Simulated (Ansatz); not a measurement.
Cost and result by functional for the adsorption energy of Br on the 1x1 (100) surface of monoclinic HfO2 (cut with top plane 2 O), one in a 1x1 cell, started at the site 'over Hf at depth 1.0 Å', in Ansatz (plane waves, PAW). Single points on the PBE structure, on one kind of machine; costs are rough ratios of the slab run's core time (references not counted) to the cheapest single point. r2SCAN's cost holds its higher cutoff (500 against 420 eV). Differences are taken against r2SCAN for comparison alone: no measured value is at hand, so the table doesn't rank accuracy. The points keep PBE's geometry, so the relaxation of a polaron and the settling of charge on one site are left out.

Host crystal: monoclinic HfO2, with a band gap (PBE, scalar-relativistic without spin-orbit coupling).

Set-up: 25 atoms, 9.3 Å thick at the start under the adsorbate (thin: gaps and levels are the slab's own); mesh 4x4x1; 0.01 eV smearing; dipole correction on; 12 atoms held, the rest relaxed; no symmetry held; spin-polarised, ending with about 1.0 μB a cell; orders that need a larger cell were not tried, no spin-orbit, no U, no dispersion correction. At the end it is bonded to Hf. In PBE it is, or lies within 0.03 eV of, the lowest of the starts that converged. These notes are the PBE run's. RPBE: The program's check for a lower electronic state was not made. r2SCAN: The program's check for a lower electronic state was not made. Adsorption energies are against ½ Br2(g). A negative adsorption energy means that the adsorbate is more stable on the surface than in its reference.

```json
[
 {"functional": "RPBE", "relative cost": "1", "adsorption energy (eV)": "0.24", "less r2SCAN (eV)": "0.40"},
 {"functional": "r2SCAN", "relative cost": "2", "adsorption energy (eV)": "-0.16", "less r2SCAN (eV)": "0.00"},
 {"functional": "PBE (the relaxed run's value)", "relative cost": "–", "adsorption energy (eV)": "0.04", "less r2SCAN (eV)": "0.21"}
]
```

The values span 0.40 eV, while the single points' costs differ by a factor of roughly 2. Differences are of unrounded values.

Ansatz is a first-principles code.
